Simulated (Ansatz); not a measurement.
System: BP (model structure, Pm-3m, No. 221, 2 atoms in the cell). Method: LDA (Ansatz, a quantum-chemistry and plane-wave program, PAW).

Numerical settings: plane-wave cutoff 520 eV, 22×22×22 k mesh, Fermi–Dirac smearing 0.05 eV, scalar-relativistic PAW data made under PBE.

Cell (relaxed at this level):

Space group Pm-3m (No. 221); a = 2.6791 Å, b = 2.6791 Å, c = 2.6791 Å, α = 90.00°, β = 90.00°, γ = 90.00°

| atom | site | symmetry | x | y | z |
|---|---|---|---|---|---|
| B | 1a | m-3m | 0.0000 | 0.0000 | 0.0000 |
| P | 1b | m-3m | 0.5000 | 0.5000 | 0.5000 |

Task: Give the computed bulk modulus B0.

Result: 
- bulk modulus B0 = 147 GPa

The run finds no gap.

Note: the bulk modulus is −V dP/dV from two relaxed cells at ±2 % in volume; the relaxation could raise the start's symmetry but not lower it, so the cell can be a saddle point.

The computed numbers hold no vibrational or temperature effects.

A model structure was made by putting elements into a prototype or built by hand; it is no filed structure, need not be a known phase, and can be a saddle point held by its symmetry.
